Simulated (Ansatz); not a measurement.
**Quick settings and what they miss: Sr4P2O (I4/mmm, 7 atoms in the cell)**

Self-consistent single point.

```
Sr4P2O
1.0
   -2.45840     2.45840     8.16804
    2.45840    -2.45840     8.16804
    2.45840     2.45840    -8.16804
Sr P O
4 2 1
Direct
  0.67506   0.67506   0.00000
  0.32494   0.32494   0.00000
  0.50000   0.00000   0.50000
  0.00000   0.50000   0.50000
  0.86494   0.86494   0.00000
  0.13506   0.13506   0.00000
  0.50000   0.50000   0.00000
```

Level of theory: LDA (PW92), default PAW files made with PBE (plane waves; Ansatz, an electronic-structure program).

Base settings: basis.ecutwfc = 420 eV; kpoints.mp_grid.grid = 5 5 5; hamiltonian.xc = lda; hamiltonian.pseudopotentials = {kind: paw} (the program's default PAW files); scf.occupations.method = fixed.

Tight run (finer mesh or higher cutoff; not a proven limit): basis.ecutwfc: 420 eV → 590 eV; kpoints.mp_grid.grid: 5 5 5 → 7 7 7; scf.convergence.dr2_threshold: default (1e-07 eV) → 1e-09 eV. It gave top of the valence band (on the code's own zero) 6.28 eV; gap on the k-point mesh 1.19 eV; pressure -5.88 GPa; largest force (vector length) 0.090 eV/Å.

Quick runs, as changes from the base:
- A: the base itself
- B: kpoints.mp_grid.grid: 5 5 5 → 4 4 4; scf.occupations.method: fixed → cold; scf.occupations.width: default → 0.136 eV
- C: basis.ecutwfc: 420 eV → 250 eV; kpoints.mp_grid.grid: 5 5 5 → 3 3 3; kpoints.mp_grid.shift: default → 0.5 0.5 0.5
- D: basis.ecutwfc: 420 eV → 210 eV; kpoints.mp_grid.grid: 5 5 5 → 2 2 2; kpoints.mp_grid.shift: default → 0.5 0.5 0.5; scf.convergence.dr2_threshold: default (1e-07 eV) → 0.001 eV
- E: basis.ecutwfc: 420 eV → 210 eV; kpoints.mp_grid.grid: 5 5 5 → 4 4 4; scf.occupations.method: fixed → methfessel_paxton; scf.occupations.width: default → 0.2 eV; scf.convergence.dr2_threshold: default (1e-07 eV) → 0.001 eV
- F: basis.ecutwfc: 420 eV → 250 eV; kpoints.mp_grid.grid: 5 5 5 → 1 1 1; scf.occupations.method: fixed → methfessel_paxton; kpoints.mp_grid.shift: default → 0.5 0.5 0.5; scf.occupations.width: default → 0.2 eV
- G: kpoints.mp_grid.grid: 5 5 5 → 2 2 2; hamiltonian.xc: lda → hse06 [HSE06]

Dashes: gap of F, left out as unsure on this mesh or at this smearing; energy of G, another energy zero; count of G, another kind of functional, whose work the count does not hold.

Gaps are read on each run's own mesh, which may miss the band edges.

† marks runs with another functional, U, potentials or spin treatment: their distance from the tight run is not a convergence error alone.

The count of work is k-points × plane waves × bands × iterations; it is no time. 

Pressures in the table are Ansatz's without its Pulay estimate, at a fixed set of plane waves; the tight run's value above holds the estimate.

The starting cell comes from a database of computed structures (which also holds hypothetical and non-ambient phases and stackings), without a prior relaxation at this level. Its lattice was rescaled by a random factor within 2.5 % of one. In the base run, with a pressure of about -6 GPa the cell is away from its equilibrium volume at this level.

| run | energy less tight (meV/atom) | pressure less tight (GPa) | largest miss in a force vector (eV/Å) | gap on the mesh less tight (eV) | count of work / tight |
|---|---|---|---|---|---|
| A | 2.3 | -0.09 | 0.001 | 0.011 | 0.21 |
| B | 3.8 | -0.09 | 0.004 | -0.018 | 0.15 |
| C | 369.2 | -9.36 | 0.026 | 0.032 | 0.037 |
| D | 1101.2 | -21.41 | 0.140 | 0.170 | 0.011 |
| E | 1067.5 | -22.13 | 0.028 | 0.024 | 0.039 |
| F | 1334.3 | -4.11 | 1.563 | – | 0.0069 |
| G† | – | 2.71 | 0.083 | 0.775 | – |

Among the runs at the tight run's level, the energy misses run from 2.3 to 1334.3 meV/atom.

Keys are those of Ansatz 0.2.
